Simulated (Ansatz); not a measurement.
Reference: monolayer Sb, PBE, rigid bands (plane waves, PAW, scalar-relativistic; Ansatz, a program for electronic structure); axes and stresses refer to this cell.

```xyz
2
Lattice="4.1217 0.0000 0.0000 -2.0608 3.5695 0.0000 0.0000 0.0000 17.4065" Properties=species:S:1:pos:R:3 pbc="T T T"
Sb     2.0608     1.1898     9.5204
Sb     0.0000     2.3797     7.8861
```

* **band gap**: 1.29 eV
* **electron conductivity mass**: 0.23 mₑ
* **hole conductivity mass**: 0.27 mₑ

Q: After one change the values are band gap 0.89 eV; electron conductivity mass 0.087 mₑ; hole conductivity mass 2.5 mₑ. What was changed between the two runs?
(A) biaxial strain -1 % with spin-orbit coupling
(B) biaxial strain +5 % with spin-orbit coupling
(C) biaxial strain +1 % with spin-orbit coupling
(D) biaxial strain +2 % with spin-orbit coupling

A: B, biaxial strain +5 % with spin-orbit coupling

Masses are for dilute carriers at 300 K, harmonic means over directions unless an axis is named. Spin-orbit coupling is left out unless a row names it; without it the gap and masses of crystals with these elements can be far off. The structure type is held under load, also where the real crystal would transform.
